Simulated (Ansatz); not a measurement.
# Ansatz run on InAg3 (Pm-3m, 4 atoms in the cell): self-consistent single point

Level of theory: r2SCAN, default PAW files made with PBE (plane waves; Ansatz, a quantum-chemistry and plane-wave program).

This input was run:

Ansatz 0.2 input:
```yaml
crystal:
  lattice:
    - [4.144000, 0.000000, 0.000000]
    - [0.000000, 4.144000, 0.000000]
    - [0.000000, 0.000000, 4.144000]
  atoms:
    - { symbol: In, position_ang: [0.000000, 0.000000, 0.000000] }
    - { symbol: Ag, position_ang: [0.000000, 2.072000, 2.072000] }
    - { symbol: Ag, position_ang: [2.072000, 0.000000, 2.072000] }
    - { symbol: Ag, position_ang: [2.072000, 2.072000, 0.000000] }
basis:
  ecutwfc: 36.7 Ry
kpoints:
  mp_grid: { grid: [6, 6, 6] }
hamiltonian:
  xc: r2scan
  pseudopotentials: { kind: paw }
scf:
  occupations: { method: fermi_dirac, width: 0.0073 Ry }
output:
  forces: true
  eigenvalues: true
  stress: true
```

Output, abridged:

```
WARN basis.ecutwfc = 499.3289376138798 eV is below the records' recommended cutoff, and the density's cutoff is lower with it unless basis.ecutrho_ratio is …
WARN ansatz: RAYON_NUM_THREADS=1 ignored (pool sized by the plan → 1); use --threads N
Pseudopotentials: kind: paw
Pseudopotential: In, paw, valence charge 13
Pseudopotential: Ag, paw, valence charge 19
Crystal: 4 atoms, lattice volume = 71.164 Å³
Basis set: ecut = 499.3289376138798 eV, 1839 PW (Γ), exchange–correlation on 128×128×128 points (64 copies of the dense FFT grid, shifted against one another)
Bands: 42, of which v1, the nominal top of the filled ones, is band 35 counted from 1 (34 counted from 0)
Symmetry: 48 space group operations
Space group: Pm-3m (ITA 221), of the structure as read, at distance tolerance 4.1e-5 Å
k-points: 20 of 216
PAW frozen core: In, regenerated for the run's functional
PAW frozen core: Ag, regenerated for the run's functional
Initial density: superposition of atomic densities (neutral atoms: chi_scale 0, normalization atom), corrected by the library's trained network
Initial wavefunctions: pseudopotential atomic-orbital guess
Eigensolver: davidson
Functional: x = r2scan, c = r2scan; τ floored in thin density (d = 2e-4 eV/Å³)
SCF iter   1: F=—  HF=-28423.820050 eV  |F-HF|=—  |Δ(HF+E_count)|=         —  Δρ=9.96e-3  dr2=7.08e-2  dr2_τ=6.12e-3  ethr=1.77e-3  ⟨swp⟩=6.2  Hψ=2912  notcnv=0  defer=15
all-band conjugate gradients solve this SCF's bands
preconditioner: auto → Kerker (q_TF=auto, 2.721 Å⁻¹)
SCF iter   2: F=—  HF=-28423.814007 eV  |F-HF|=—  |Δ(HF+E_count)|=   6.04e-3  Δρ=4.95e-3  dr2=1.50e-2  dr2_τ=1.25e-3  ethr=1.01e-4  ⟨swp⟩=2.3  Hψ=1288  notcnv=0  defer=19
SCF iter   3: F=—  HF=-28423.812013 eV  |F-HF|=—  |Δ(HF+E_count)|=   1.99e-3  Δρ=1.52e-3  dr2=2.16e-3  dr2_τ=6.35e-5  ethr=2.15e-5  ⟨swp⟩=2.6  Hψ=1192  notcnv=0  defer=19
SCF iter   4: F=—  HF=-28423.811818 eV  |F-HF|=—  |Δ(HF+E_count)|=   1.96e-4  Δρ=4.46e-4  dr2=1.42e-4  dr2_τ=7.23e-6  ethr=3.09e-6  ⟨swp⟩=2.0  Hψ=1137  notcnv=0  defer=19
SCF iter   5: F=—  HF=-28423.811866 eV  |F-HF|=—  |Δ(HF+E_count)|=   4.89e-5  Δρ=1.23e-4  dr2=1.70e-5  dr2_τ=3.45e-7  ethr=2.03e-7  ⟨swp⟩=2.0  Hψ=1189  notcnv=0  defer=19
SCF iter   6: F=—  HF=-28423.811869 eV  |F-HF|=—  |Δ(HF+E_count)|=   2.09e-6  Δρ=4.74e-5  dr2=1.34e-6  dr2_τ=4.44e-8  ethr=2.43e-8  ⟨swp⟩=2.0  Hψ=1232  notcnv=0  defer=19
SCF iter   7: F=—  HF=-28423.811871 eV  |F-HF|=—  |Δ(HF+E_count)|=   2.03e-6  Δρ=1.47e-5  dr2=1.62e-7  dr2_τ=5.90e-9  ethr=1.92e-9  ⟨swp⟩=2.0  Hψ=1279  notcnv=0  defer=19
SCF iter   8: F=-28423.811871 eV  HF=-28423.811871 eV  |F-HF|=1.27e-8  |Δ(HF+E_count)|=   1.14e-7  Δρ=3.87e-6  dr2=1.49e-8  dr2_τ=3.03e-10  ethr=1.43e-10  ⟨swp⟩=8.8  Hψ=3419  notcnv=0
SCF 1 converged in 8 iterations: F = -28423.811871 eV  dr2 = 1.49e-8
SCF converged after 8 iterations
Free energy (F): -28423.811871 eV
Harris-Foulkes:  -28423.811871 eV  (|F-HF|=1.27e-8)
Internal energy: -28423.774897 eV  (E = F + TS)
E sigma→0 (E₀):  -28423.793384 eV
Entropy (-TS):   -0.036973 eV (-9.243 meV/atom)
Fermi energy:    16.782707 eV
--- Per-component energies (eV) ---
  E_band       = -774.151652
  E_kinetic    = 1827.945153
  E_local      = -7832.476320  (includes V_loc(G=0)·N_el)
  E_nonlocal   = 609.880774
  E_hartree    = 3523.076279
  E_xc         = -737.648915
  E_vxc        = -898.071209  (∫ρ·V_xc dr)
  E_paw        = -15950.136934  (= ΣΔE_a)
  E_vpaw       = -1592.210836  (= ΣTr[D̂ρ^β])
  E_aug_tail   = 0.000147  (compensation charges beyond the density's cutoff)
  E_vtau       = 64.629328  (kinetic-family band-sum trace: ∫τ·v_τ [+ j·A + Jᵃ·Aᵃ] dr)
  E_ewald      = -9863.852695
  E_core_change = -0.562386  (= ΣΔE_core)
  E_smearing   = -0.036973  (= −TS)
  E_closure    = 0.000000  (closes the sum)
  Σ components = -28423.811871   (vs F -28423.811871, Δ=0.00e0)
--- Forces (eV/Å), atoms counted from 1 ---
  atom   1  In    -0.00000000    -0.00000000    -0.00000000
   [... zero for the other atoms too ...]
  max |Σ_I F_I| component: 1.40e-28 eV/Å
--- Stress (GPa, compression-positive) ---
        2.890659       0.000000       0.000000
        0.000000       2.890659       0.000000
        0.000000       0.000000       2.890659
  P = ⅓ Tr σ = 2.8907 GPa (28.907 kbar)
  The stress holds the Pulay correction. Without it, at fixed plane waves, as pw.x and ABINIT print it: P = 2.8064 GPa
--- Band table (eV; the first three rows and the last of 20) ---
  k-point 0: bands = ["-78.3862", "-78.3716", "-78.3716", "-41.0431", "-41.0431", "-41.0431", "-41.0081", "-41.0081", "-41.0081", "-40.9124", "-40.9124", "-40.9124", "1.2095", "1.2095", "1.2467", "1.2467", "1.2467", "6.9594", "9.6718", "10.2917", [...]
  k-point 1: bands = ["-78.3853", "-78.3725", "-78.3716", "-41.0400", "-41.0400", "-41.0386", "-41.0090", "-41.0090", "-41.0082", "-40.9173", "-40.9145", "-40.9145", "1.2160", "1.2306", "1.2486", "1.2520", "1.2520", "7.2329", "9.8163", "10.3263", [...]
  k-point 2: bands = ["-78.3831", "-78.3747", "-78.3716", "-41.0326", "-41.0326", "-41.0284", "-41.0119", "-41.0119", "-41.0086", "-40.9284", "-40.9191", "-40.9191", "1.2291", "1.2524", "1.2626", "1.2626", "1.2731", "8.0027", "10.1406", "10.2439", [...]
  k-point 19: bands = ["-78.3764", "-78.3764", "-78.3764", "-41.0564", "-41.0564", "-41.0564", "-41.0158", "-40.9742", "-40.9742", "-40.9742", "-40.8940", "-40.8940", "1.2132", "1.2132", "1.2132", "1.3292", "1.3292", "8.5345", "10.3052", "10.3052", [...]
```

The run converged in 8 iterations.

The starting cell comes from a database of published, mostly measured structures (it also holds non-ambient and calculated ones), without a prior relaxation at this level. Ansatz's pressure includes its estimate of the finite-basis (Pulay) stress. The cutoff lies below the one recommended for these files.
